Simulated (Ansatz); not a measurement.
Start from BeTe in the zinc blende structure (space group F-43m, No. 216).

```
CELL_PARAMETERS angstrom
      0.00000     2.82847     2.82847
      2.82847     0.00000     2.82847
      2.82847     2.82847     0.00000
ATOMIC_POSITIONS crystal
  Te 0.75000 0.75000 0.75000
  Be 0.00000 0.00000 0.00000
```

All numbers come from Kohn–Sham DFT with the r2SCAN functional, run in Ansatz (a program for electronic structure) with PAW and 500 eV plane waves, no spin-orbit coupling.

| level | band gap | lattice parameter a |
|---|---|---|
| r2SCAN | 2.38 eV | 5.657 Å |

Measured: band gap 2.8 eV (temperature not stated; as listed in Das, Protik, Mohammadi, Mohammad, Bazhirov, Timur, arXiv (2018)); lattice parameter a 5.626 Å (temperature not stated; as listed in Fabio Bernardini, Maria Peressi, Vincenzo Fiorentini, Phys. Rev. B (2000)).

Computed minus measured — band gap: r2SCAN -0.42 eV; lattice parameter a: r2SCAN +0.5 %. Measured values not marked as corrected hold thermal and zero-point effects that the static-lattice runs lack. A measured gap can be an optical one, lowered by exciton binding. Levels without spin-orbit coupling miss its lowering of the gap, often about a third of the valence-band splitting.

Spin-orbit coupling, missing from the scalar runs, can matter with Te. No phonon test of stability was made.
